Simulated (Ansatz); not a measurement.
The reference is PbS in the rock salt structure (space group Fm-3m, No. 225).

```yaml
crystal:
  lattice:
    - [0.00000, 2.98736, 2.98736]
    - [2.98736, 0.00000, 2.98736]
    - [2.98736, 2.98736, 0.00000]
  atoms:
    - { symbol: Pb, position: [0.00000, 0.00000, 0.00000] }
    - { symbol: S, position: [0.50000, 0.50000, 0.50000] }
```

Cartesian axes are those of the cell as printed.

Method: r2SCAN (Ansatz, a quantum-chemistry and plane-wave program; PAW; 500 eV plane waves; spin-orbit coupling left out).

Before the change:

| Item | Value |
|---|---|
| Valley order | L along ⟨111⟩ 0.69 eV; a point along ⟨110⟩, about 0.6 Å⁻¹ from Γ 1.58 eV |

The change: tensor shear ε_xy = +1.43 % (engineering shear γ = 0.0286), atoms relaxed at fixed cell.

Q: Estimate the effect on the energy relative to the base.

A: The energy goes up by 1.4 meV/atom.

Q: What does the calculation give for the valley order after the change?

A: The valley order (the lowest conduction-band minima on the path, energy above the VBM, named in the base's zone) goes from L along ⟨111⟩ 0.69 eV; a point along ⟨110⟩, about 0.6 Å⁻¹ from Γ 1.58 eV to L along [1-11] 0.55 eV; L along [111] 0.71 eV; a point along [1-10], about 0.6 Å⁻¹ from Γ 1.47 eV; a point along [110], about 0.6 Å⁻¹ from Γ 1.67 eV.

Spin-orbit coupling, missing from the scalar runs, can matter with Pb. The levels and masses belong to the bands next to the band gap. The cells carry an imposed strain or load. No phonon test of stability was made.
